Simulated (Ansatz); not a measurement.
Consider InSe in the beta-GaS type structure (space group P6_3/mmc, No. 194; a = 4.0166 Å, c = 16.9326 Å; layered, stacked along the Cartesian z axis).

Calculations: r2SCAN+rVV10 (Ansatz, an electronic-structure program), no spin-orbit coupling.

For the base:

- Electron mass = 0.085 mₑ along c, 0.14 mₑ across (at Γ)
- Gap character = direct at Γ
- Smallest direct gap = 0.85 eV
- Density = 5.44 g/cm³

The change: cell and atoms relaxed at a pressure of 18 GPa.

**Question.** What happens to the electron mass?

**Answer.** The electron mass goes from 0.085 mₑ along c, 0.14 mₑ across (at Γ) to 0.29 mₑ along c, 0.32 mₑ across (at K).

**Question.** Estimate the effect on the gap character.

**Answer.** The gap character goes from direct at Γ to indirect, K–Γ (80 % along) → K.

**Question.** How does this affect the smallest direct gap?

**Answer.** The smallest direct gap increases by 1.07 eV, from 0.85 eV to 1.92 eV.

**Question.** How does this affect the density?

**Answer.** The density rises by 1.75 g/cm³ (5.44 g/cm³ → 7.19 g/cm³).

Load acts through the strain it causes; cell and atoms are relaxed under it. Masses are band curvatures over ±0.01 Å⁻¹ around the edge. Whether these cells are dynamically stable was not tested. No other phases were tried under pressure.
